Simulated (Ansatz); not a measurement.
Start from MgSnO$_{3}$ (space group R-3, No. 148; a cell from a computed database, its experimental status unchecked).

```yaml
crystal:
  lattice:
    - [2.63934, 1.52382, 4.70232]
    - [-2.63934, 1.52382, 4.70232]
    - [0.00000, -3.04765, 4.70232]
  atoms:
    - { symbol: Mg, position: [0.35683, 0.35683, 0.35683] }
    - { symbol: Mg, position: [0.64317, 0.64317, 0.64317] }
    - { symbol: Sn, position: [0.14730, 0.14730, 0.14730] }
    - { symbol: Sn, position: [0.85270, 0.85270, 0.85270] }
    - { symbol: O, position: [0.04785, 0.44861, 0.75632] }
    - { symbol: O, position: [0.95215, 0.55139, 0.24368] }
    - { symbol: O, position: [0.44861, 0.75632, 0.04785] }
    - { symbol: O, position: [0.55139, 0.24368, 0.95215] }
    - { symbol: O, position: [0.75632, 0.04785, 0.44861] }
    - { symbol: O, position: [0.24368, 0.95215, 0.55139] }
```

Cartesian axes are those of the cell as printed.

Level of theory: PBEsol/PAW in Ansatz (a program for electronic structure), scalar-relativistic without spin-orbit coupling.

It is then changed as follows: uniaxial strain ε_zz = −2.23 %, all other strain components held at zero; the atoms relax in the strained cell.

Problem. Predict the stress tensor and what it implies for the stiffness.

Solution. Stress of the strained cell less that of the base (GPa, compression positive):
```
   2.00    0.00    0.00
   0.00    2.00    0.00
   0.00    0.00    5.25
```

Then −Δσ_ii/ε with ε = -0.0223 gives secant stiffness values (nonlinear terms included at this strain): C33 ≈ 235 GPa, C13 ≈ 90 GPa and C23 ≈ 90 GPa.

As a check, the harmonic strain energy −½ V₀ Δσ:ε is 4.1 meV/atom; the computed energy rise is 4.1 meV/atom.

No phonon test of stability was made.
